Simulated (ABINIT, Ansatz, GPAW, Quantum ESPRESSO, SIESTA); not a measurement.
AgAu3 (Pm-3m, 4 atoms in the cell) computed with different codes at matched settings

Self-consistent single point.

```
CELL_PARAMETERS angstrom
      4.12163     0.00000     0.00000
      0.00000     4.12163     0.00000
      0.00000     0.00000     4.12163
ATOMIC_POSITIONS crystal
  Ag 0.50000 0.50000 0.50000
  Au 0.50000 0.00000 0.00000
  Au 0.00000 0.50000 0.00000
  Au 0.00000 0.00000 0.50000
```

Shared settings, as Ansatz (an electronic-structure program) writes them: kpoints.mp_grid.grid = 7 7 7; scf.occupations.method = fermi_dirac; scf.occupations.width = 0.1 eV. Potentials and cutoffs stand in the table.

| code | model | pressure (GPa) | cutoff |
|---|---|---|---|
| Quantum ESPRESSO | LDA (PZ), GBRV 1.5 ultrasoft (LDA) pseudopotentials | -10.46 | 40 Ry |
| GPAW | LDA (Perdew-Wang 92), GPAW PAW datasets LDA (gpaw-data 1.0.1) | -7.89 | 600 eV |
| SIESTA | LDA PW92, numerical atomic orbitals DZP, PseudoDojo LDA standard norm-conserving potentials (rewritten from UPF to PSML) | -13.11 | grid 300 Ry |
| ABINIT | LDA (PW92), norm-conserving pseudopotentials (PseudoDojo nc-sr-04 LDA standard) | -10.06 | 1170 eV |
| Ansatz | LDA (PW92), PAW files made with PBE | -9.84 | 420 eV |

On Ansatz's run: spin-orbit coupling is off.

The spread over the programs that give each value: pressure within 5.22 GPa.

SIESTA uses small atom-centred bases, whose incompleteness enters pressures, forces and empty levels differently from a plane-wave cutoff. Ansatz's pressure is given at a fixed set of plane waves, as the other plane-wave codes print theirs; with its correction for the finite basis it is -9.79 GPa. The same LDA comes in different parametrisations, which differ slightly. In the pressure, GPAW (by 2.06) and SIESTA (by 3.17) lie more than 1 GPa from the median of the plane-wave programs.

On the base mesh (6 6 6) the same programs gave: Ansatz pressure -9.76 GPa; Quantum ESPRESSO pressure -10.38 GPa; ABINIT pressure -9.98 GPa; GPAW pressure -7.79 GPa; SIESTA pressure -13.04 GPa.

The starting cell comes from a database of computed structures (which also holds hypothetical and non-ambient phases and stackings), without a prior relaxation at this level.

Left out of this page: CP2K (on another mesh); Elk (not drawn, or without a comparable value).

Keys are those of Ansatz 0.2.
